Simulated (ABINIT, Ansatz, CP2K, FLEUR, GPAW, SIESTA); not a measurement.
# SrTiO3 (Pm-3m, 5 atoms in the cell) computed with different codes at matched settings

Self-consistent single point.

```
SrTiO3
1.0
    3.98896     0.00000     0.00000
    0.00000     3.98896     0.00000
    0.00000     0.00000     3.98896
Sr Ti O
1 1 3
Direct
  0.00000   0.00000   0.00000
  0.50000   0.50000   0.50000
  0.50000   0.00000   0.50000
  0.00000   0.50000   0.50000
  0.50000   0.50000   0.00000
```

Shared settings, as Ansatz (an electronic-structure program) writes them: kpoints.mp_grid.grid = 6 6 6; scf.occupations.method = fermi_dirac; scf.occupations.width = 0.02 eV. Potentials and cutoffs stand in the table.

```
code                                                                                                                       model  pressure (GPa)  gap on the mesh (eV)           cutoff
------  ------------------------------------------------------------------------------------------------------------------------  --------------  --------------------  ---------------
GPAW                                                               LDA (Perdew-Wang 92), GPAW PAW datasets LDA (gpaw-data 1.0.1)               –                 1.677           900 eV
FLEUR                                               LDA (Perdew-Zunger), all-electron FLAPW (FLEUR), scalar-relativistic valence               –                 1.678  Kmax 4.8 1/bohr
SIESTA  LDA PW92, numerical atomic orbitals DZP, PseudoDojo LDA standard norm-conserving potentials (rewritten from UPF to PSML)          -13.71                 1.643      grid 300 Ry
ABINIT                                                                                        LDA (PW92), PAW (JTH v2.0 LDA PAW)          -16.89                 1.662            30 Ha
Ansatz                                                                               LDA (PW92), default PAW files made with PBE          -17.36                 1.667          default
CP2K                                        LDA (Pade form), GPW, DZVP-MOLOPT-SR-GTH basis, GTH-PADE potentials (GTH_POTENTIALS)          -16.28                 1.579      grid 600 Ry
```

A dash marks a value that a program does not give, or that is left out as unsure.

Gaps are read on the mesh.

The spread over the programs that give each value: pressure within 3.65 GPa; gap on the mesh within 0.099 eV.

SIESTA and CP2K use small atom-centred bases, whose incompleteness enters pressures, forces and empty levels differently from a plane-wave cutoff. FLEUR treats all electrons, but the usual bases taken here (sphere radii, linearisation, local orbitals, empty states) were not tested for convergence, so the values are no reference for the others. Ansatz's pressure is given at a fixed set of plane waves, as the other plane-wave codes print theirs; with its correction for the finite basis it is -16.61 GPa (the shift of 0.75 GPa shows how far the cutoff is from converged). The pressure of GPAW is left out: its cutoff lies under the one at which its stress was checked. In the pressure, SIESTA (by 3.42) lies more than 1 GPa from the median of the plane-wave programs.

The starting cell has typed, rounded lattice constants, without a prior relaxation at this level. Its lattice was rescaled by a random factor within 2.5 % of one.

Left out of this page: Elk (stopped by limits of time or memory).

Keys are those of Ansatz 0.2.
